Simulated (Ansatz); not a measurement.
**GaN, response to strain**

Start from GaN in the zinc blende structure (space group F-43m, No. 216; a = 4.4981 Å). Axes: x, y, z lie along the cube axes.

Strains are applied to the cell and any free atomic positions relax.

All numbers come from PBEsol (Ansatz, a quantum-chemistry and plane-wave program; PAW; 420 eV plane waves; no spin-orbit coupling).

Candidates:
(a) tensor shear ε_xy = +0.57 %
(b) tensor shear ε_xy = +1.71 %
(c) tensor shear ε_xy = +0.86 %
(d) tensor shear ε_xy = +0.29 %
(e) tensor shear ε_xy = +1.14 %

Base values:

- Band gap: 1.70 eV

Order them by band gap, highest first.

(d) tensor shear ε_xy = +0.29 % (1.68 eV), (a) tensor shear ε_xy = +0.57 % (1.66 eV), (c) tensor shear ε_xy = +0.86 % (1.64 eV), (e) tensor shear ε_xy = +1.14 % (1.61 eV), (b) tensor shear ε_xy = +1.71 % (1.56 eV)

Whether these cells are dynamically stable was not tested. This is not the structure that GaN has at room temperature and ambient pressure.
